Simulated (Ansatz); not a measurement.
Cu (Fm-3m), PBEsol, DFPT electron-phonon coupling, linearised Boltzmann equation run with Ansatz (a quantum-chemistry and plane-wave program): Condition of this run: hydrostatic pressure 5 GPa (the target of the relaxation). phonon-limited resistivity 1.54 μΩ·cm at 300 K, 2.11 μΩ·cm at 400 K, current-weighted mean free path 43 nm, Drude plasma energy 9.20 eV.

What temperature coefficient of resistance follows, and how does it compare with 1/T?

(ρ₄₀₀ − ρ₃₀₀)/(100 K × ρ₃₀₀) = 3.70×10⁻³ K⁻¹, against 1/T = 3.33×10⁻³ K⁻¹ for a resistivity proportional to T. It lies higher because phonons are still being populated at 300 K; impurities would add a constant and lower it.

What is the classical skin depth at 1 GHz (nonmagnetic, μ₀ = 1.257×10⁻⁶ H/m)?

δ = √(ρ/(π f μ₀)) = 1980 nm.

What Drude relaxation time do resistivity and plasma energy imply?

ω_p = 1.40e16 s⁻¹, so τ = 1/(ε₀ ω_p² ρ) = 37.5 fs, a damping ħ/τ of 17.5 meV.

A metal at this level (no band gap). Only scattering by harmonic phonons is included (no impurities, grain boundaries, electron-electron scattering or thermal expansion). Spin-orbit coupling is left out. Halving the electron mesh (40x40x40) moves the resistivity by up to 1 % at 300 K, the mean free path by up to 1 %. Smearing 0.20 eV; phonons on a 7x7x7 q mesh, which this run doesn't test.
